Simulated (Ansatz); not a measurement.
S on the 1x1 (10-10) surface of wurtzite ZnO (cut with top plane O + Zn), one in a 2x1 cell, energies for each (34.7 Å²). Energies are against ⅛ S8(g), without zero-point or thermal terms; each row is named by its start (#2, #3: further inequivalent places of a kind). No converged result for: 4 more starts.

Host crystal: wurtzite ZnO, with a band gap (PBE, scalar-relativistic without spin-orbit coupling).

Calculation: PBE (plane waves to 420 eV, PAW; Ansatz, a program for electronic structure).

Model: 33-atom slab, 9.4 Å thick at the start under the adsorbate (thin: gaps and levels are the slab's own), 3x4x1 mesh, Fermi-Dirac 0.01 eV, dipole correction, 16 atoms held, the rest relaxed; each run with such symmetry as its start has; spin-polarised, no spin-orbit, no U, no dispersion correction.

A negative adsorption energy means that the adsorbate is more stable on the surface than in its reference. Starts that drift may end in the same place. Heights count from the host atoms within 0.3 Å of the top one. Moments of ungapped slabs depend on the mesh.

| starting site | E_ads (eV) | height (Å) | nearest host atom (Å) | bonded to | change of the vacuum step (eV) | lateral drift (Å) | moment (μB) |
|---|---|---|---|---|---|---|---|
| hollow O-O-Zn-Zn-Zn | 1.80 | 1.71 | Zn 2.34 | 2 Zn | 0.34 | 1.5 | 2.0 |
| hollow beside O (the adsorbate paired with a surface O atom) | 0.57 | 1.38 | O 1.76 | O + Zn | 0.76 | 0.8 | 0.0 |
| bridge Zn-Zn (span 3.3 Å) | 1.80 | 1.71 | Zn 2.34 | 2 Zn | 0.34 | 0.8 | 2.0 |
| bridge Zn-Zn (span 3.3 Å) #2 (the adsorbate paired with a surface O atom) | 0.69 | 1.41 | O 1.81 | O + Zn | 0.63 | 1.3 | 0.0 |
